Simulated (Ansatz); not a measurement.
Point defect W vacancy in bulk 2H WS2

The numbers are results of PBE-D3(BJ), PAW (plane waves to 420 eV; Ansatz, a quantum-chemistry and plane-wave program), not measurements. A supercell of 96 sites (4×4×1 repeats of a cell of 6 atoms) was used; the energies come from a 2×2×2 Γ-centred sampling of its zone. Site at the start: the W site. Finite-size correction: monopole term and site-potential alignment. Dielectric constants: PBE linear response of the host. Host gap at this level: 0.88 eV. These values are not converged in cell size to better than tenths of an eV. PBE underestimates the host's gap, which shifts levels and can delocalise carriers. Spin–orbit coupling is left out, which matters for these heavy elements. Each state is the lowest found from its start.

Formation energies E_f are given with the Fermi level at the valence-band maximum. Chemical conditions: S-rich (Δμ(W) = -2.90 eV; only phases computed here count, gases as isolated molecules at 0 K); W-rich (Δμ(W) = 0.00 eV; only phases computed here count, gases as isolated molecules at 0 K). Reference phases: W: bcc W.

Charges with a result: 0, −1, −2, −3, −4. Others weren't obtained, and one of them could lie lower, also by skipping a charge.

```json
[
 {"charge": "0†", "moment (μB)": "not spin-polarised", "point group": "–", "largest move off a lattice site (Å)": "0.05", "image correction with alignment (eV)": "0.00", "E_f, S-rich (eV)": "3.82", "E_f, W-rich (eV)": "6.73", "above the lowest spin state (eV)": "0.00"},
 {"charge": "0†", "moment (μB)": "0.0", "point group": "–", "largest move off a lattice site (Å)": "0.05", "image correction with alignment (eV)": "0.00", "E_f, S-rich (eV)": "3.82", "E_f, W-rich (eV)": "6.73", "above the lowest spin state (eV)": "0.00"},
 {"charge": "−1", "moment (μB)": "1.0", "point group": "–", "largest move off a lattice site (Å)": "0.08", "image correction with alignment (eV)": "0.43", "E_f, S-rich (eV)": "3.90", "E_f, W-rich (eV)": "6.80", "above the lowest spin state (eV)": "0.00"},
 {"charge": "−2", "moment (μB)": "not spin-polarised", "point group": "C2v", "largest move off a lattice site (Å)": "0.12", "image correction with alignment (eV)": "1.14", "E_f, S-rich (eV)": "4.42", "E_f, W-rich (eV)": "7.33", "above the lowest spin state (eV)": "0.00"},
 {"charge": "−2", "moment (μB)": "0.0", "point group": "C2v", "largest move off a lattice site (Å)": "0.12", "image correction with alignment (eV)": "1.14", "E_f, S-rich (eV)": "4.42", "E_f, W-rich (eV)": "7.33", "above the lowest spin state (eV)": "0.00"},
 {"charge": "−3†", "moment (μB)": "1.0", "point group": "–", "largest move off a lattice site (Å)": "0.08", "image correction with alignment (eV)": "2.11", "E_f, S-rich (eV)": "–", "E_f, W-rich (eV)": "–", "above the lowest spin state (eV)": "0.00"},
 {"charge": "−4†", "moment (μB)": "not spin-polarised", "point group": "–", "largest move off a lattice site (Å)": "0.06", "image correction with alignment (eV)": "3.31", "E_f, S-rich (eV)": "–", "E_f, W-rich (eV)": "–", "above the lowest spin state (eV)": "0.00"}
]
```

† Not settled in this cell, so no level is given: charge 0: level within 0.1 eV of a band edge or past it; charge −3: level within 0.1 eV of a band edge or past it; charge −4: no spin-polarised start tried, level within 0.1 eV of a band edge or past it, an image correction of 3.3 eV.

Point groups are those of the whole cell at tolerances of 0.03 and 0.1 Å ("near" where only the looser one holds); none is given for unsettled states.

Starting moments that weren't kept: charge 0 began with 2 μB and ended with 0.0; charge −2 began with 2 μB and ended with 0.0.

Transition levels above the valence-band maximum: ε(−1/−2) = 0.53 eV. With a charge missing or unsettled, these needn't be thermodynamic levels.

Flagged in the runs: a host whose relaxation on this sampling wasn't shown to rest.

All states together cost about 15 core-hours (a rough figure).
